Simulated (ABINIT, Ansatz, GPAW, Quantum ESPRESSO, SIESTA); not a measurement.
One structure in several programs: YPt2 (Fd-3m, 6 atoms in the cell)

Self-consistent single point, at a second geometry (lattice scaled by 0.98). First geometry:

```xyz
6
Lattice="0.0000 3.8254 3.8254 3.8254 0.0000 3.8254 3.8254 3.8254 0.0000" Properties=species:S:1:pos:R:3 pbc="T T T"
Y      3.8254     3.8254     3.8254
Y      5.7381     5.7381     5.7381
Pt     0.9563     2.8690     2.8690
Pt     2.8690     2.8690     0.9563
Pt     2.8690     0.9563     2.8690
Pt     0.9563     0.9563     0.9563
```

Shared settings, as Ansatz (an electronic-structure program) writes them: kpoints.mp_grid.grid = 6 6 6; scf.occupations.method = gaussian; scf.occupations.width = 0.0073 Ry. Potentials and cutoffs stand in the table.

```json
[
 {"code": "Ansatz", "model": "PBEsol, PAW files made with PBE", "ΔF from the first geometry (meV/atom)": "11.5", "pressure (GPa)": "7.80", "cutoff": "30.9 Ry"},
 {"code": "GPAW", "model": "PBEsol, GPAW PAW datasets PBEsol (made by gpaw-setup)", "ΔF from the first geometry (meV/atom)": "10.1", "pressure (GPa)": "7.44", "cutoff": "550 eV"},
 {"code": "ABINIT", "model": "PBEsol, norm-conserving pseudopotentials (PseudoDojo nc-sr-04 PBEsol standard)", "ΔF from the first geometry (meV/atom)": "10.3", "pressure (GPa)": "7.63", "cutoff": "1143 eV"},
 {"code": "Quantum ESPRESSO", "model": "PBEsol, GBRV 1.5 ultrasoft (PBESOL) pseudopotentials", "ΔF from the first geometry (meV/atom)": "9.9", "pressure (GPa)": "6.93", "cutoff": "40 Ry"},
 {"code": "SIESTA", "model": "GGA PBEsol, numerical atomic orbitals TZP, PseudoDojo PBEsol standard norm-conserving potentials (rewritten from UPF to PSML)", "ΔF from the first geometry (meV/atom)": "-2.1", "pressure (GPa)": "6.18", "cutoff": "grid 300 Ry"}
]
```

For Quantum ESPRESSO (by 0.6 GPa) the energy change implies a higher mean pressure, against the two pressures, than for the other programs: a sign of finite-basis (Pulay) stress.

On Ansatz's run: spin-orbit coupling is off. Spin polarisation is off.

The spread over the programs that give each value: ΔF from the first geometry within 13.6 meV/atom; pressure within 1.62 GPa.

SIESTA uses small atom-centred bases, whose incompleteness enters pressures, forces and empty levels differently from a plane-wave cutoff. Ansatz's pressure is given at a fixed set of plane waves, as the other plane-wave codes print theirs; with its correction for the finite basis it is 7.85 GPa. In the pressure, SIESTA (by 1.35) lies more than 1 GPa from the median of the plane-wave programs.

The starting cell comes from a database of computed structures (which also holds hypothetical and non-ambient phases and stackings), without a prior relaxation at this level. For this run, on top of that: lattice scaled by 0.98.

Left out of this page: Elk and FLEUR (not drawn, or without a comparable value).

Keys are those of Ansatz 0.2.
